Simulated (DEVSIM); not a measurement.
System: Co/Si3N4/n-Si capacitor, at 300 K.

```csv
layer (left to right),material,thickness (nm),Nd (cm⁻³)
1,Si3N4,29.0,-
2,Si,8400,4.7e15
```

Metal gate on the left, work function 5 eV. Fixed charge at the semiconductor interface 0 cm⁻² (in units of +e); no interface traps.

This is a model device: material constants are rounded textbook-type values typed into the input, and sizes, dopings and lifetimes were drawn at random. Values at 300 K.

| parameter | Si3N4 | Si |
|---|---|---|
| gap (eV) | 5.1 | 1.124 |
| affinity (eV) | 2.1 | 4.05 |
| permittivity | 7.5 | 11.7 |
| Nc (cm⁻³) | - | 2.86e19 |
| Nv (cm⁻³) | - | 3.1e19 |

DEVSIM, 1D Poisson equation in equilibrium, Boltzmann statistics, complete ionisation; no quantum confinement or tunnelling. Metal contacts follow the ideal Schottky-Mott rule: no Fermi-level pinning, no interface dipoles.

The substrate doping was swept, all else fixed.

```json
[
 {"substrate doping (cm^-3)": "2.4e14", "threshold voltage (band bending 2φF) (V)": "0.10", "minimum of the low-frequency capacitance (μF/cm²)": "0.00704", "flat-band voltage (V)": "0.65"},
 {"substrate doping (cm^-3)": "4.7e14", "threshold voltage (band bending 2φF) (V)": "0.07", "minimum of the low-frequency capacitance (μF/cm²)": "0.00950", "flat-band voltage (V)": "0.67"},
 {"substrate doping (cm^-3)": "9.4e14", "threshold voltage (band bending 2φF) (V)": "0.04", "minimum of the low-frequency capacitance (μF/cm²)": "0.0129", "flat-band voltage (V)": "0.68"},
 {"substrate doping (cm^-3)": "2.4e15", "threshold voltage (band bending 2φF) (V)": "(withheld)", "minimum of the low-frequency capacitance (μF/cm²)": "(withheld)", "flat-band voltage (V)": "0.71"},
 {"substrate doping (cm^-3)": "4.7e15", "threshold voltage (band bending 2φF) (V)": "-0.09", "minimum of the low-frequency capacitance (μF/cm²)": "0.0245", "flat-band voltage (V)": "0.72"},
 {"substrate doping (cm^-3)": "9.4e15", "threshold voltage (band bending 2φF) (V)": "-0.17", "minimum of the low-frequency capacitance (μF/cm²)": "0.0328", "flat-band voltage (V)": "0.74"}
]
```

Task: Some entries are withheld; supply them.

Result: 
- 2.4e15, threshold voltage (band bending 2φF) (V): -0.03
- 2.4e15, minimum of the low-frequency capacitance (μF/cm²): 0.0186
